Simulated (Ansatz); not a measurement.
The structure below was relaxed with r2SCAN/PAW in Ansatz (a quantum-chemistry and plane-wave program), no spin-orbit coupling, at pressure −1 GPa.

```yaml
crystal:
  lattice:
    - [-1.57726, 1.57726, 1.57726]
    - [1.57726, -1.57726, 1.57726]
    - [1.57726, 1.57726, -1.57726]
  atoms:
    - { symbol: Mo, position: [0.00000, 0.00000, 0.00000] }
```

Find the space group and the Wyckoff positions.

Space group Im-3m (No. 229); a = 3.155 Å, b = 3.155 Å, c = 3.155 Å, α = 90.00°, β = 90.00°, γ = 90.00°

```json
[
 {"atom": "Mo", "site": "2a", "symmetry": "m-3m", "x": "0.0000", "y": "0.0000", "z": "0.0000"}
]
```

Describe the coordination.

The crystal has 2 atoms in its conventional cell. Conventional cell: a = b = c = 3.1545 Å, α = β = γ = 90.00°. Mo has 8 Mo at 2.732 Å and 6 Mo at 3.155 Å. (Neighbours: up to the widest gap in distance over summed covalent radii, below 1.35, at either atom.)

Load acts through the strain it causes; cell and atoms are relaxed under it. No phonon test of stability was made. All final runs are without spin polarisation. The cell was made from Mo in the bcc (W type) structure (space group Im-3m, No. 229) by this change: pressure −1 GPa.
